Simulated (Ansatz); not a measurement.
Several settings converged on NaAu₂ (R3m, 6 atoms in the cell)

```yaml
crystal:
  lattice:
    - [0.00000, 3.93288, 3.93288]
    - [3.93288, 0.00000, 3.93288]
    - [3.93288, 3.93288, 0.00000]
  atoms:
    - { symbol: Na, position: [0.75367, 0.75367, 0.75367] }
    - { symbol: Na, position: [0.50000, 0.50000, 0.50000] }
    - { symbol: Au, position: [0.12500, 0.62500, 0.12500] }
    - { symbol: Au, position: [0.12500, 0.12500, 0.12500] }
    - { symbol: Au, position: [0.62500, 0.12500, 0.12500] }
    - { symbol: Au, position: [0.12500, 0.12500, 0.62500] }
```

Base method: PBEsol, default PAW files made with PBE (plane waves; Ansatz, a first-principles code).

Base settings: basis.ecutwfc = 420 eV; kpoints.mp_grid.grid = 7 7 7; hamiltonian.xc = pbesol; hamiltonian.pseudopotentials = {kind: paw} (the program's default PAW files); scf.occupations.method = fermi_dirac; scf.occupations.width = 0.1 eV.

The count of work is k-points × plane waves × bands × iterations; it is no time. Core times come from one kind of shared machine, to one figure; runs under 30 s give none.

**The k-point mesh**

The second cell is the first with its lattice scaled by 0.98.

Only quantities that move along the ladder and can be compared are tabulated.

```csv
kpoints.mp_grid.grid,free energy less the last step's (meV/atom),energy of the compressed cell less the first (meV/atom),pressure (GPa),largest difference of a force vector from the last step's (eV/Å),count of work / last,core time / last (rough)
1 1 1,2359.75,186.37,20.00,0.015,0.011,–
3 3 3,69.93,5.44,-1.65,0.003,0.037,–
5 5 5,-23.08,1.98,-2.26,0.000,0.10,–
7 7 7,-5.96,3.50,-2.10,0.000,0.27,–
8 8 8,-2.40,4.06,-2.03,0.000,0.34,0.3
10 10 10,0.36,4.16,-2.01,0.000,0.61,0.6
12 12 12,0.00,4.04,-2.02,0.000,1.0,1
```

Coarsest kpoints.mp_grid.grid that holds the free energy within 1 meV/atom of the last step, with all finer ones: 10 10 10; the step before is off by 2.4 meV/atom.

Coarsest kpoints.mp_grid.grid that holds the energy of the compressed cell less the first within 0.5 meV/atom of the last step, with all finer ones: 8 8 8, at 0.34 of the last step's count of work and about 0.3 of the last step's time; the step before is off by 0.54 meV/atom.

Coarsest kpoints.mp_grid.grid that holds the forces within 0.005 eV/Å of the last step, with all finer ones: 3 3 3, at 0.037 of the last step's count of work; the step before is off by 0.015 eV/Å.

The energy difference between the two cells stays within 1 meV/atom of the last step's from 7 7 7 on, the total only from 10 10 10 on: much of the error is common to both cells and cancels.

**The k-point mesh at a smearing width of 0.05 eV**

In this ladder: scf.occupations.width = 0.05 eV.

Only quantities that move along the ladder and can be compared are tabulated.

```csv
kpoints.mp_grid.grid,free energy less the last step's (meV/atom),pressure (GPa),count of work / last,core time / last (rough)
3 3 3,78.94,-1.76,0.016,–
4 4 4,3.97,-2.17,0.031,–
5 5 5,-23.48,-2.28,0.039,–
7 7 7,-6.08,-2.12,0.090,–
10 10 10,1.67,-2.02,0.24,0.2
12 12 12,1.13,-2.01,0.39,0.4
17 17 17,0.00,-2.09,1.0,1
```

Coarsest kpoints.mp_grid.grid that holds the free energy within 5 meV/atom of the last step, with all finer ones: 10 10 10, at 0.24 of the last step's count of work and about 0.2 of the last step's time; the step before is off by 6.1 meV/atom.

Coarsest kpoints.mp_grid.grid that holds the pressure within 0.1 GPa: not settled: the last two steps still differ by 0.08 GPa, over half the tolerance, so the ladder does not show it.

**The width of Methfessel-Paxton smearing**

In this ladder: kpoints.mp_grid.grid = 12 12 12; scf.occupations.method = methfessel_paxton.

Narrow widths need finer meshes than wide ones, so the last steps can hold mesh noise.

Only quantities that move along the ladder and can be compared are tabulated; pressure and forces are left out, as mesh noise rules them at narrow widths.

| scf.occupations.width | free energy less the last step's (meV/atom) | core time / last (rough) |
|---|---|---|
| 1 eV | 0.06 | 1 |
| 0.5 eV | -1.33 | 1 |
| 0.3 eV | -0.74 | 1.0 |
| 0.1 eV | 0.00 | 1 |

Widest scf.occupations.width that holds the free energy within 1 meV/atom: not settled: the last two steps still differ by 0.74 meV/atom, over half the tolerance, so the ladder does not show it.

On the base run: the starting cell comes from a database of computed structures (which also holds hypothetical and non-ambient phases and stackings), without a prior relaxation at this level. Its lattice was rescaled by up to half a per cent. One atom was moved a little off its site on purpose. Ansatz's pressure includes its estimate of the finite-basis (Pulay) stress.

Left out of this page: 2 runs of the series outside the window shown, repeating another row's setting, or not comparable.

Keys are those of Ansatz 0.2.
